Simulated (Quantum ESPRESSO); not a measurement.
Input and output of a self-consistent single point for Y (P6_3/mmc, 2 atoms in the cell) (Quantum ESPRESSO).

Method of the run: vdW-DF2, SSSP 1.1.2 efficiency (PBE) pseudopotentials (plane waves; Quantum ESPRESSO).

```yaml
crystal:
  lattice:
    - [3.56681, 0.00000, 0.00000]
    - [-1.78340, 3.08894, 0.00000]
    - [0.00000, 0.00000, 5.75687]
  atoms:
    - { symbol: Y, position: [0.33333, 0.66667, 0.25000], spin: 1.0 }
    - { symbol: Y, position: [0.66667, 0.33333, 0.75000], spin: 1.0 }
```
(The spins are starting values, not results.)

Reference input (self-consistent single point, DFT, LDA (PZ), plane waves, GBRV 1.5 ultrasoft (LDA) pseudopotentials): ecutwfc = 40 Ry; ecutrho = 320 Ry; occupations = smearing; smearing = gaussian; degauss = 0.0073499 Ry; nspin = 2; potentials = {Y: y_lda_v1.4.uspp.F.UPF}; K_POINTS = automatic 11 11 6 0 0 0; conv_thr = 1e-10 Ry; mixing_beta = 0.3. This run's input differs from it in these lines:

```diff
@@ -21,2 +21,3 @@
   starting_magnetization(1) = 0.091
+  input_dft = 'vdw-df2'
 /
@@ -27,3 +28,3 @@
 ATOMIC_SPECIES
-Y     88.9058  y_lda_v1.4.uspp.F.UPF
+Y     88.9058  Y_pbe_v1.uspp.F.UPF
 ATOMIC_POSITIONS {crystal}
```

Log, with long lists cut:

```
     Self-consistent Calculation

     iteration #  1     ecut=    40.00 Ry     beta= 0.30

     Threshold (ethr) on eigenvalues was too large:
     Diagonalizing with lowered threshold

     negative rho (up, down):  4.552E-02 4.010E-02

     total energy              =    -176.14842807 Ry
     estimated scf accuracy    <       0.01627545 Ry

     total magnetization       =     0.81 Bohr mag/cell
     absolute magnetization    =     0.81 Bohr mag/cell

     iteration #  2     ecut=    40.00 Ry     beta= 0.30

     negative rho (up, down):  4.303E-02 4.261E-02

     total energy              =    -176.15763648 Ry
   [... lines left out ...]

     iteration # 14     ecut=    40.00 Ry     beta= 0.30

     negative rho (up, down):  4.284E-02 4.284E-02

     total energy              =    -176.16030657 Ry
     estimated scf accuracy    <          1.2E-10 Ry

     total magnetization       =     0.00 Bohr mag/cell
     absolute magnetization    =     0.00 Bohr mag/cell

     iteration # 15     ecut=    40.00 Ry     beta= 0.30

     negative rho (up, down):  4.284E-02 4.284E-02

     Magnetic moment per site  (integrated on atomic sphere of radius R)
     atom   1 (R=0.409)  charge=  9.5914  magn=  0.0001
     atom   2 (R=0.409)  charge=  9.5914  magn=  0.0001
     End of self-consistent calculation

     Number of k-points >= 100: set verbosity='high' to print the bands.

     the Fermi energy is    10.0468 ev

!    total energy              =    -176.16030658 Ry
     estimated scf accuracy    <          7.6E-11 Ry
     smearing contrib. (-TS)   =      -0.00136044 Ry
     internal energy E=F+TS    =    -176.15894614 Ry

     total magnetization       =     0.00 Bohr mag/cell
     absolute magnetization    =     0.00 Bohr mag/cell

     convergence has been achieved in  15 iterations

     negative rho (up, down):  4.284E-02 4.284E-02

     Forces acting on atoms (cartesian axes, Ry/au):

     atom    1 type  1   force =     0.00000000   -0.00000000    0.00000000
     atom    2 type  1   force =     0.00000000    0.00000000    0.00000000

     Total force =     0.000000     Total SCF correction =     0.000000

     negative rho (up, down):  4.284E-02 4.284E-02
          total   stress  (Ry/bohr**3)                   (kbar)     P=       28.73
   0.00024115   0.00000000   0.00000000           35.47        0.00        0.00
   0.00000000   0.00024115   0.00000000            0.00       35.47        0.00
  -0.00000000  -0.00000000   0.00010352           -0.00       -0.00       15.23

   JOB DONE.
```

The run converged in 15 iterations. Against the reference run the pressure goes from -2.58 to 2.87 GPa.

The starting cell comes from a database of computed structures (which also holds hypothetical and non-ambient phases and stackings), without a prior relaxation at this level. Its lattice was rescaled by a random factor within 2.5 % of one. The starting moments vanished: the run ended non-magnetic.

Cost on one core of a shared machine: roughly 3 min.
